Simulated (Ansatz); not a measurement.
A user runs Ansatz (a quantum-chemistry and plane-wave program) on MgZn3 (Pmm2, 4 atoms in the cell) and asks whether the run is sound. The aim is a self-consistent single point with DFT, PBEsol, plane waves, default PAW files made with PBE.

Cell that was meant: a = 2.9077 Å, b = 4.6856 Å, c = 4.8926 Å, α = 90.00°, β = 90.00°, γ = 90.00°.

Part of the input:

Ansatz 0.2 input:
```yaml
basis:
  ecutwfc: 420.0
kpoints:
  mp_grid: { grid: [1, 1, 1] }
hamiltonian:
  xc: pbesol
  pseudopotentials: { kind: paw }
```

Output (repeated stretches shortened):

```
WARN ansatz: RAYON_NUM_THREADS=1 ignored (pool sized by the plan → 1); use --threads N
Pseudopotentials: kind: paw
   [... lines left out ...]
PAW frozen core: Zn, regenerated for the run's functional, and the local potential with it
Initial density: superposition of atomic densities (neutral atoms: chi_scale 0, normalization atom), corrected by the library's trained network
Initial wavefunctions: pseudopotential atomic-orbital guess
Eigensolver: davidson
Functional: x = pbesol(κ = 0.804, μ = 0.12345679012345678), c = pbesol(β = 0.046)
SCF iter   1: F=—  HF=-11759.868403 eV  |F-HF|=—  |Δ(HF+E_count)|=         —  Δρ=2.66e-2  dr2=7.19e-1  ethr=1.77e-3  ⟨swp⟩=12.0  Hψ=145  notcnv=0
all-band conjugate gradients solve this SCF's bands
preconditioner: auto → Resta (q_TF=auto, 2.565 Å⁻¹)
SCF iter   2: F=—  HF=-11759.721090 eV  |F-HF|=—  |Δ(HF+E_count)|=   1.47e-1  S|Δr|=    0.00e0  Δρ=1.60e-2  dr2=2.94e-1  ethr=1.56e-3  ⟨swp⟩=2.0  Hψ=40  notcnv=0  defer=1
   [... lines left out ...]
SCF iter   8: F=—  HF=-11759.636721 eV  |F-HF|=—  |Δ(HF+E_count)|=   5.59e-5  S|Δr|=    0.00e0  Δρ=1.56e-4  dr2=9.31e-6  ethr=2.64e-8  ⟨swp⟩=2.0  Hψ=45  notcnv=0  defer=1
SCF iter   9: F=—  HF=-11759.636717 eV  |F-HF|=—  |Δ(HF+E_count)|=   4.34e-6  S|Δr|=    0.00e0  Δρ=4.12e-5  dr2=6.83e-7  ethr=2.02e-8  ⟨swp⟩=2.0  Hψ=44  notcnv=0  defer=1
SCF iter  10: F=-11759.636717 eV  HF=-11759.636717 eV  |F-HF|=1.07e-8  |Δ(HF+E_count)|=   1.86e-7  S|Δr|=  9.00e-14  Δρ=6.77e-6  dr2=2.75e-8  ethr=2.17e-10  ⟨swp⟩=9.0  Hψ=134  notcnv=0
SCF 1 converged in 10 iterations: F = -11759.636717 eV  dr2 = 2.75e-8
Stability not checked (fill_not_monotonic)
Free energy (F): -11759.636717 eV
F+E_penalty+E_count: -11759.636717 eV  (lagrangian_ev)
Internal energy: -11759.636717 eV  (E = F + TS)
E sigma→0 (E₀):  -11759.636717 eV
Fermi energy:    7.466477 eV
--- Forces (eV/Å), atoms counted from 1 ---
  atom   1  Mg     0.00000000     0.00000000    -0.21392014
  atom   2  Zn     0.00000000     0.00000000     1.70306416
  atom   3  Zn     0.00000000     0.00000000    -1.52532742
  atom   4  Zn     0.00000000     0.00000000     0.03621980
--- Stress (GPa, compression-positive) ---
      -74.825299       0.000000       0.000000
        0.000000     -17.524296       0.000000
        0.000000       0.000000      38.561000
  P = ⅓ Tr σ = -17.9295 GPa (-179.295 kbar)
  The stress holds the Pulay correction. Without it, at fixed plane waves, as pw.x and ABINIT print it: P = -17.9914 GPa
```

**Question.** Is this run sound? If not, what is wrong?

**Answer.** The run is not sound. The fault is a single k-point for a small metallic cell. One k-point cannot sample the Fermi surface of a small cell. To fix it, use a converged k-point mesh. The run converged in 10 iterations without an error; against the sound input the free energy drops by 1.24 eV/atom, the pressure goes from -3.87 to -17.93 GPa and the largest force goes from 0.133 to 1.703 eV/Å.

The sound input it was made from differs as follows (other fixes are possible):
```diff
-  mp_grid: { grid: [1, 1, 1] }
+  mp_grid: { grid: [15, 9, 9] }
```

With that input, the run converged in 9 iterations: free energy E − TS (on the zero of these files) -11754.6967 eV; Fermi level (on the code's own zero) 9.34 eV; pressure -3.87 GPa; largest force (vector length) 0.133 eV/Å (DFT, PBEsol, plane waves, default PAW files made with PBE).

On the sound input: the starting cell comes from a database of computed structures (which also holds hypothetical and non-ambient phases and stackings), without a prior relaxation at this level. Its lattice was rescaled by a random factor within 2.5 % of one. With a pressure of about -4 GPa the cell is away from its equilibrium volume at this level. Ansatz's pressure includes its estimate of the finite-basis (Pulay) stress.
